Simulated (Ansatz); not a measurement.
Base system: BP in the rock salt structure (space group Fm-3m, No. 225; a = 4.3206 Å; a hypothetical phase, not in the database extracts checked).

(Cell as relaxed with PBE.)

Levels (all Ansatz, a program for electronic structure, PAW): PBE (420 eV, scalar-relativistic without spin-orbit coupling); PBEsol (420 eV, no SOC).

Each level relaxes its own structure.

| base | PBE | PBEsol |
|---|---|---|
| volume per atom | 10.08 Å³ | 9.86 Å³ |
| lattice parameter a | 4.321 Å | 4.289 Å |
| band gap | zero | zero |

Modification: a hydrostatic pressure of 10 GPa.

```json
[
 {"quantity": "volume per atom", "PBE": "9.54 Å³", "PBEsol": "…"},
 {"quantity": "band gap", "PBE": "zero", "PBEsol": "…"}
]
```

**Question.** Predict the PBEsol column.

**Answer.** 
- volume per atom, PBEsol: 9.35 Å³
- band gap, PBEsol: zero

PBE's volume per atom lies 0.19 Å³ above PBEsol's (2.0 %); the two agree on the band gap. Neither level is exact; PBEsol is the comparison here, not a measurement.

Load acts through the strain it causes; cell and atoms are relaxed under it. Whether these cells are dynamically stable was not tested. Competing high-pressure phases were not computed. The final runs are not spin-polarised.
